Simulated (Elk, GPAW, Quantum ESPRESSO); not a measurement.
**Code comparison for EuAgSb (P6_3/mmc, 6 atoms in the cell)**

Self-consistent single point, at a second geometry (lattice scaled by 0.98). First geometry:

```yaml
crystal:
  lattice:
    - [4.76001, 0.00000, 0.00000]
    - [-2.38001, 4.12229, 0.00000]
    - [0.00000, 0.00000, 8.30115]
  atoms:
    - { symbol: Eu, position: [0.00000, 0.00000, 0.00000], spin: 7.0 }
    - { symbol: Eu, position: [0.00000, 0.00000, 0.50000], spin: 7.0 }
    - { symbol: Ag, position: [0.33333, 0.66667, 0.75000] }
    - { symbol: Ag, position: [0.66667, 0.33333, 0.25000] }
    - { symbol: Sb, position: [0.33333, 0.66667, 0.25000] }
    - { symbol: Sb, position: [0.66667, 0.33333, 0.75000] }
```
(The spins are starting values, not results.)

Shared settings, as Quantum ESPRESSO writes them: occupations = smearing; smearing = fd; degauss = 0.0036749 Ry; nspin = 2; K_POINTS = automatic 4 4 2 0 0 0. Potentials and cutoffs stand in the table.

```tsv
code	model	ΔF from the first geometry (meV/atom)	pressure (GPa)	size of the net moment (μB/atom)	cutoff
Elk	LDA (PW92), all-electron FP-LAPW, Elk's shipped species files, APW+lo basis with extra local orbitals	-43.0	–	2.34	rgkmax 7.5
GPAW	LDA (Perdew-Wang 92), GPAW PAW datasets LDA (gpaw-data 1.0.1)	-38.2	-2.31	2.33	800 eV
Quantum ESPRESSO	LDA (PZ), SSSP 1.1.2 efficiency (PBE) pseudopotentials	-43.0	-2.82	2.33	60 Ry
```

A dash marks a value that a program does not give, or that is left out as unsure.

On Elk's run: spin-orbit coupling is off. The magnetic order is the one reached from the typed start; others were not searched systematically. With U or open f shells several self-consistent states can exist. The f electrons are in the valence without U or exact exchange, which can misplace them near the Fermi level. Spin-orbit terms, which matter for f shells, are left out.

The spread over the programs that give each value: ΔF from the first geometry within 4.8 meV/atom; pressure within 0.51 GPa; size of the net moment within 0.01 μB/atom.

Elk treats all electrons, but the usual bases taken here (sphere radii, linearisation, local orbitals, empty states) were not tested for convergence, so the values are no reference for the others. The same LDA comes in different parametrisations, which differ slightly.

The shared mesh is coarse (it stands for a supercell whose shortest vector is 16 Å), so the values are not converged in it.

The starting cell comes from a database of computed structures (which also holds hypothetical and non-ambient phases and stackings), without a prior relaxation at this level. For this run, on top of that: lattice scaled by 0.98.

Left out of this page: Ansatz (with a known weakness of the program).
